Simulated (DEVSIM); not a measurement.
Device: TaN/SiO2/p-InP capacitor, at 300 K.

```csv
layer (left to right),material,thickness (nm),Na (cm⁻³)
1,SiO2,49.0,-
2,InP,18000,1.2e15
```

Metal gate on the left, work function 4.4 eV. Fixed charge at the semiconductor interface 3.3e11 cm⁻² (in units of +e); no interface traps.

Constants are typed, rounded textbook-type inputs, not results; the design itself was drawn at random and stands for no fabricated device. Values at 300 K; Nc and Nv go as T^1.5, mobilities as T to minus their exponent, the gap by Varshni's rule with the affinity fixed.

```csv
parameter,SiO2,InP
gap (eV),9,1.344
affinity (eV),0.9,4.38
permittivity,3.9,12.5
Nc (cm⁻³),-,5.7e17
Nv (cm⁻³),-,1.1e19
Varshni α (eV/K),-,0.000363
Varshni β (K),-,162
```

Simulated with DEVSIM: 1D Poisson equation in equilibrium, Boltzmann statistics, complete ionisation; no quantum confinement or tunnelling. Metal contacts follow the ideal Schottky-Mott rule: no Fermi-level pinning, no interface dipoles.

Base results: capacitance of the dielectric stack (μF/cm²) 0.0705; flat-band voltage (V) -1.84; threshold voltage (band bending 2φF) (V) -0.60; minimum of the low-frequency capacitance (μF/cm²) 0.0101.

Question: What follows from this one change: temperature 300 → 400 K?

Answer: capacitance of the dielectric stack little changed (0.0705 μF/cm²); flat-band voltage -1.84 → -1.71 V; threshold voltage (band bending 2φF) -0.60 → -0.70 V; minimum of the low-frequency capacitance 0.0101 → 0.0116 μF/cm².

Question: What follows from this one change: fixed charge 3.3e+11 → 4.41e+11 cm^-2?

Answer: capacitance of the dielectric stack little changed (0.0705 μF/cm²); flat-band voltage -1.84 → -2.09 V; threshold voltage (band bending 2φF) -0.60 → -0.86 V; minimum of the low-frequency capacitance little changed (0.00998 μF/cm²).

Question: What follows from this one change: gate work function 4.4 → 4.1 eV?

Answer: capacitance of the dielectric stack little changed (0.0705 μF/cm²); flat-band voltage -1.84 → -2.14 V; threshold voltage (band bending 2φF) -0.60 → -0.90 V; minimum of the low-frequency capacitance little changed (0.0101 μF/cm²).
